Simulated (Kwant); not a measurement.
Model system: circular cavity between two wires in a In0.53Ga0.47As two-dimensional gas. Effective mass 0.041 mₑ, grid spacing 25 nm, hard walls, nominal width 300 nm (11 grid rows, so walls 300 nm apart), one parabolic valley, scattering region 2300 nm long along x; energies count from the band bottom; Fermi energy swept from 8.1524e-05 to 0.0012229 eV. Cavity of radius 510 nm, straight part 0 nm, centre moved sideways by 0 nm.

Constants are typed, rounded textbook-type inputs, not results; the design itself was drawn at random and stands for no fabricated device.

Computed with Kwant: effective-mass tight-binding model on a square grid, one spin, coherent transport at 0 K. Conductance is in e²/h.

### Question
How many channels do the leads carry at E = 0.504, 0.523, 1.18 meV?

### Answer
The hard-wall thresholds are n² ħ²π²/(2mW²) = n² × 0.102 meV with W = 300 nm. √(0.504/0.102) = 2.22, so 2. √(0.523/0.102) = 2.26, so 2. √(1.18/0.102) = 3.41, so 3.
